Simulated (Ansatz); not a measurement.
We look at the energy of the reaction as written. Reaction: 2 C (graphite) + 1/2 N2 (gas) → cell A. The sign is products less reactants.

Cell A: a layer of C (graphite, P6₃/mmc), 3 atoms, hexagonal cell of 2.46 Å (5.3 Å²), symmetry Cmm2 within 0.02 Å, 1.3 Å thick under 16 Å of vacuum, in-plane vectors held at the crystal's; planes from bottom to top: C2 | N, its two faces unlike (dipole correction applied); added, foreign or displaced atoms, above the top plane: N bound to 2 C at 1.47 Å; spin state with PBE: no moments, k-point mesh 14×14×1.
```xyz
3
Lattice="2.4650 0.0000 0.0000 -1.2325 2.1347 0.0000 0.0000 0.0000 17.0927" Properties=species:S:1:pos:R:3 pbc="T T T"
C      0.0098     0.0057     7.9338
C      1.2227     0.7059     7.9338
N      0.6162     0.3558     9.2251
```

Reference: C (graphite, P6₃/mmc), 4 atoms in the cell, the relaxed perfect crystal repeated, atoms not moved again, k-point mesh 14×14×4 on the run's own vectors.

Reference: an isolated N2 molecule (singlet) in a box of 11 × 11 × 13 Å.

Computed with Ansatz (plane waves, PAW), its PAW set soft_1, cutoff 420 eV, 500 eV for r2SCAN. The structures are at rest with PBE+D3(BJ), within the held lattices; other levels are single points on them. Neutral cells; Fermi-Dirac smearing of at most 0.05 eV in the solids, energies taken to zero width. The lattices are those relaxed with PBE+D3(BJ), so at other levels the solids can be strained, which adds to the spread. A dispersion term (D3(BJ), or D4 for r2SCAN) was computed beside these levels and is taken off wherever the name lacks it. Space groups of crystals are read within 0.01 Å. Nuclei at rest; no vibrational terms. Values are for these cell sizes. Cell A has symmetry Cmm2 within 0.02 Å and got no random move, so less symmetric positions, which may lie lower, weren't tried.

Q: Give the value at the level PBE+D3(BJ).

A: 4.50 eV, for 2 C (graphite) + 1/2 N2 (gas) → cell A.

Q: List the value at the remaining levels and say how far they part.

A: 
```json
[
 {"Method": "PBE", "value (eV)": "4.48", "less PBE+D3(BJ)": "-0.02"},
 {"Method": "r2SCAN", "value (eV)": "4.62", "less PBE+D3(BJ)": "0.12"},
 {"Method": "r2SCAN+D4", "value (eV)": "4.64", "less PBE+D3(BJ)": "0.14"}
]
```

The levels shown span 0.16 eV, from PBE (4.48) to r2SCAN+D4 (4.64).

Ansatz is a program for electronic structure.
